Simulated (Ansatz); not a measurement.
Troubleshooting Ansatz (a quantum-chemistry and plane-wave program): a failed run on Au₃Cl (I4/mmm, 4 atoms in the cell). The aim is a self-consistent single point with DFT, r2SCAN, plane waves, default PAW files made with PBE.

Input:

Ansatz 0.2 input:
```yaml
# Au3Cl
crystal:
  lattice:
    - [-2.130470, 2.130470, 4.194070]
    - [2.130470, -2.130470, 4.194070]
    - [2.130470, 2.130470, -4.194070]
  atoms:
    - { symbol: Au, position_ang: [0.000000, 2.130470, 2.097035] }
    - { symbol: Au, position_ang: [2.130470, 0.000000, 2.097035] }
    - { symbol: Au, position_ang: [0.000000, 0.000000, 4.194070] }
    - { symbol: Cl, position_ang: [0.000000, 0.000000, 0.000000] }
basis:
  ecutwfc: 30
kpoints:
  mp_grid: { grid: [10, 10, 10] }
hamiltonian:
  xc: r2scan
  pseudopotentials: { kind: paw }
scf:
  occupations: { method: gaussian, width: 0.05 eV }
output:
  forces: true
  eigenvalues: true
  stress: true
```

Log, with long lists cut:

```
Error: inconsistent input (basis.ecutwfc, kpoints): the smallest per-k basis holds n_pw = 24 plane waves (k-point 88, counted from 0 among those solved) but the deck needs at least 33 band(s) per channel, and no run solves more bands than the smallest per-k basis has plane waves; raise basis.ecutwfc until the smallest per-k basis, which caps the automatic band count, holds at least 33 plane waves
```

From the messages shown, name the fault and mend the input.

The fault is this: a cutoff meant in Ry typed as a bare number, read as eV; here the program stops on it instead of giving results. To fix it, convert the value to the unit that the key expects. The program stopped before any SCF iteration.

The sound input it was made from differs as follows (other fixes are possible):
```diff
-  ecutwfc: 30
+  ecutwfc: 500.0 eV
```

With that input, the run converged in 8 iterations: free energy E − TS (on the zero of these files) -40572.9320 eV; Fermi level (on the code's own zero) 14.74 eV; pressure -2.88 GPa (DFT, r2SCAN, plane waves, default PAW files made with PBE).

On the sound input: the starting cell comes from a database of computed structures (which also holds hypothetical and non-ambient phases and stackings), without a prior relaxation at this level. Ansatz's pressure includes its estimate of the finite-basis (Pulay) stress. The run gives no clean gap (levels at the Fermi energy touch, overlap or are partly filled at this smearing), which alone does not show that the compound is a metal.
